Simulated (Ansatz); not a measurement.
A periodic model of amorphous Si$_{24}$O$_{47}$H$_{2}$:

```xyz
73
Lattice="10.5517 -0.2092 -0.0452 -0.2092 10.3996 -0.2942 -0.0452 -0.2942 10.4419" Properties=species:S:1:pos:R:3 pbc="T T T"
Si     6.7772     8.9079     8.9149
Si     2.8410     7.3304     6.3136
Si     7.5133     7.2644     2.6706
Si     5.5644     6.0717     9.8771
Si     1.8880     4.3893     5.5048
Si     6.8032     9.4373     6.0308
Si     9.9194     8.4288     9.0042
Si     6.5755    10.1010     1.3350
Si     5.0129     7.9268     4.1870
Si     2.8189     6.6319     9.2717
Si     9.1550     1.6747     2.5541
Si     0.9855     0.5012     0.8811
Si     8.6541     7.1672     5.2440
Si     9.8438     3.3433     6.6992
Si    10.3944     5.2941     9.2415
Si     0.4001     8.8845     6.1754
Si     7.1931     4.4164     5.7970
Si     1.7738     4.7440     2.4589
Si     6.5150     3.6268     8.5329
Si     3.7553     7.1411     1.5751
Si     2.5409     2.9137    -0.0880
Si     9.5206     0.7593     5.6044
Si     9.4017     4.8058     1.7120
Si     3.8648     0.7285     1.5741
O      2.9064     7.5771     7.9406
O      5.7208     9.2974     4.7828
O     10.4100     0.9430     1.8081
O      8.6626     7.7635     3.7193
O      2.8067     5.9403     2.0579
O      7.7653     0.8695     2.1696
O      1.9530     8.5963     5.7640
O      8.1699     5.9124     1.9778
O      5.2015     0.0372     2.1393
O      8.2978     3.2864     6.1894
O      8.9672     3.2549     2.1060
O      1.4622     1.2454    10.2038
O      1.4688     5.7229     9.3490
O      6.1514     9.5583     7.5373
O     10.1583     7.2758     5.8193
O      0.2353     5.3536     2.5728
O      0.1590     9.5204    -0.0526
O      6.3591    10.1482    -0.2756
O      1.8704     3.5533     1.3753
O      7.1195     8.6047     1.7695
O      2.2610     4.2284     3.9300
O      6.2253     3.8952     4.5987
O      2.1647     5.8906     6.0726
O      0.2303     9.1721     7.7729
O      4.0045     8.1122     2.8905
O      3.0417     7.8206     0.2307
O     10.0015     4.2243     8.0691
O      9.4426     1.5101     4.1512
O      8.1183     5.6565     5.2960
O      7.6510     8.0534     6.1625
O      6.1864     6.9076     3.6115
O      3.9531     2.0624     0.7409
O      8.0047     0.2742     5.9920
O      6.3848     4.6686     7.2018
O      4.2510     7.2989     5.4835
O      6.2337     7.3926     9.1865
O      4.1361     5.6698     9.1742
O      2.7547     3.2747     6.3148
O      9.7865     4.9249     0.1310
O      0.2723     4.1916     5.6291
O     10.1446     1.7305     6.7779
O      2.4016     0.0800     1.7747
O      6.5159     4.7624     9.7681
O     -0.2141    10.0934     5.2785
O      8.4007     8.9921     8.9014
O      5.2340     6.6468     1.0213
O      9.7870     6.7987     9.0330
H      5.9903     4.5601     3.9332
H      2.7597     3.2757     7.2912
```

Method: PBE, scalar-relativistic without spin-orbit coupling (plane waves to 420 eV, PAW; Ansatz, a quantum-chemistry and plane-wave program). The usual formal charges leave 4 electrons over, so the level spacing at the Fermi energy parts defect or band states and needn't be the band gap.

It comes from a melt-quench run on a machine-learned potential (CHGNet), relaxed afterwards by DFT. O atoms were pushed apart under 1.9 Å during the dynamics, to hinder bonds among them. The hot cell started wider than the set density and was brought back towards it in steps. It is the lowest in DFT energy of 2 quenches. It is a model cell: composition and starting density were chosen by hand, and all elements were melted together. No dispersion term was used. Its density started from a set value of 2.07 and ended at 2.07 g/cm³. The quench (nominally 200 K/ps over its main leg) was far faster than any real one, so the model tends to hold more defects than a real film. One small periodic cell is one sample of the glass; other quenches scatter about these values. The volume was held where the preparation left it and the shape relaxed, at a PBE pressure of -1.0 GPa (tension). Stress components on the final sampling reach 1.0 GPa.

Bonds are counted up to Si-Si 2.60 Å, Si-O 1.98 Å, Si-H 1.70 Å, O-O 1.58 Å, O-H 1.16 Å, H-H 0.90 Å. Two cations that share two anions don't count as bonded, nor two that share one unless they lie closer than Si-Si 2.38 Å.

Q: Give the coordination numbers, mean bond lengths and angles.

A: 
- Mean coordination of Si by anions: 3.83 (1 with 2, 2 with 3, 21 with 4)
- Mean coordination of O: 2.00 (47 with 2)
- Mean coordination of H: 1.00 (2 with 1)
- Mean Si-O bond: 1.643 Å (spread 0.033 Å, 92 counted)
- Mean O-H bond: 0.973 Å (spread 0.003 Å, 2 counted)
- Bond angle at Si: mean 109.3°, spread 4.6°
- Bond angle at O: mean 140.3°, spread 16.0°

Q: Which atoms depart from the most common coordination of their element?

A: Si19 has 2 (O67 1.68 Å, O58 1.70 Å); Si21 has 3 (O36 1.73 Å, O43 1.73 Å, O56 1.85 Å); Si24 has 3 (O56 1.58 Å, O33 1.61 Å, O66 1.61 Å).

Q: List the pairs of like atoms that count as bonded by the rules above.

A: There are none by these rules.
